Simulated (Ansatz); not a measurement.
SnS (Cmcm, No. 63, 4 atoms in the cell; start COD 9008295; the formula has other measured phases) was calculated with G0W0@HSE06 in Ansatz (hard PAW, contour deformation).

The cell has the measured lattice parameters. Conventional cell: a = 4.1480 Å, b = 11.4800 Å, c = 4.1770 Å, α = 90.00°, β = 90.00°, γ = 90.00°.

The quasiparticle gap at Γ at a fixed k mesh 2×2×2:

```
response cutoff           value (eV)
------------------------  ----------
150 eV, 762 empty bands        4.879
200 eV, 1173 empty bands       4.924
250 eV, 1640 empty bands       4.948
300 eV, 2156 empty bands       4.962
```

**Question.** Taking the value to converge with the response cutoff E as E^(−3/2), extrapolate from the last two rows.

**Answer.** With y = y∞ + c/w and weights w = 3953 and 5196 for the last two rows, y∞ = (w2 y2 − w1 y1)/(w2 − w1) = (5196 × 4.962 − 3953 × 4.948)/1243 = 5.007 eV, which lies 0.045 beyond the last row. Successive pairs of rows give 5.007, 5.008, 5.007. The limit also hangs on the law assumed, so its last digits aren't firm.

The other settings are not extrapolated, so this is the limit in one setting alone.

At the last cutoff the smallest gap on this mesh is 1.46 eV, with an edge away from Γ.

Spin–orbit coupling is not included.

Note: filled d or f shells below the valence bands can shift G0W0 gaps through exchange with them, which wasn't tested here. Note: GW on a hybrid start was not checked against another program.

Ansatz is a quantum-chemistry and plane-wave program.
